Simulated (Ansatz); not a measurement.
## Nb: response to strain

Take Nb in the bcc (W type) structure (space group Im-3m, No. 229; relaxed with 0.1 eV smearing) as the base.

```xyz
1
Lattice="-1.6364 1.6364 1.6364 1.6364 -1.6364 1.6364 1.6364 1.6364 -1.6364" Properties=species:S:1:pos:R:3 pbc="T T T"
Nb     0.0000     0.0000     0.0000
```

Cartesian axes are those of the cell as printed.

Strains are applied to the cell and any free atomic positions relax; under biaxial strain the out-of-plane vector relaxes too; under stress the whole cell relaxes.

Computed with PBEsol (Ansatz, a program for electronic structure), without spin-orbit coupling, earlier PAW set.

Notes on the quantities. energy relative to the base: free energy F.

```csv
case,space group,energy relative to the base,volume per atom
base,Im-3m (No. 229),0 meV/atom,17.53 Å³
"biaxial strain −0.85 %, plane normal [001], relaxed out of plane",I4/mmm (No. 139),+2.1 meV/atom,17.39 Å³
"biaxial strain −0.60 %, plane normal [111], relaxed out of plane",R-3m (No. 166),+0.3 meV/atom,17.50 Å³
isotropic strain −2.67 %,Im-3m (No. 229),+68 meV/atom,16.16 Å³
isotropic strain +1.26 %,Im-3m (No. 229),+14 meV/atom,18.20 Å³
"uniaxial stress, 8 GPa compression along x",I4/mmm (No. 139),+22 meV/atom,17.31 Å³
```

Beyond what the load breaks, stability against distortions was not tested. The final runs are not spin-polarised.
